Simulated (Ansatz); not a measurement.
# S on the 1x1 (100) surface of rock-salt MgO (cut with top plane Mg + O), one in a 2x2 cell, started at the site 'top O'

Host crystal: rock-salt MgO, with a band gap (PBE, scalar-relativistic without spin-orbit coupling).

These are PBE (plane waves to 420 eV, PAW; Ansatz, an electronic-structure program) values and carry that method's errors.

Slab: 33 atoms, 6.4 Å thick at the start under the adsorbate (thin: gaps and levels are the slab's own); k 3x3x1, smearing 0.01 eV, dipole-corrected; 16 atoms held, the rest relaxed; start symmetry kept, larger cells not searched; spin-polarised, no spin-orbit, no U, no dispersion correction. The starting moment vanished. At the end it is bonded to 4 Mg + O. In PBE it is, or lies within 0.03 eV of, the lowest of the starts that converged.

```json
{
 "energy of the end state, in which the adsorbate paired with a surface O atom, against ⅛ S8(g)": "1.02 eV",
 "change_of_the_step_from_the_bottom_to_the_top_vacuum_level_against_the_clean_slab": "1.37 eV",
 "energy_released_by_relaxation": "0.38 eV",
 "height of the binding atom over the mean of the host atoms within 0.3 Å of the top one": "1.725 Å",
 "magnetic_moment_of_the_cell": "0.00 μB",
 "largest_move_of_a_host_atom": "0.10 Å",
 "cost": "around 11 core-minutes (rough)"
}
```

A negative adsorption energy means that the adsorbate is more stable on the surface than in its reference.
